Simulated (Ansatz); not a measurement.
The cell is made up: elements placed on another compound's structure type, so the phase may be hypothetical.

By PBEsol, the system below comes out a metal.

Here is the system:

```
CELL_PARAMETERS angstrom
      4.13878     0.00000     0.00000
      0.00000     4.13878     0.00000
      0.00000     0.00000     4.13878
ATOMIC_POSITIONS crystal
  Al 0.00000 0.00000 0.00000
  Pt 0.00000 0.50000 0.50000
  Pt 0.50000 0.00000 0.50000
  Pt 0.50000 0.50000 0.00000
  C  0.50000 0.50000 0.50000
```

Space group of this cell: Pm-3m, anti-perovskite. The cell was relaxed by PBE-D3(BJ); by PBEsol its mean pressure is -1.0 GPa.

The current flows along the normal of the first two printed cell vectors. No spin-orbit coupling; the value is a mean over 0.1 eV about the Fermi level.

Estimate the ballistic conductance per area that PBEsol run with Ansatz (a first-principles code) returns for this system.

0.59 × 10¹⁵ S/m² for both spins.
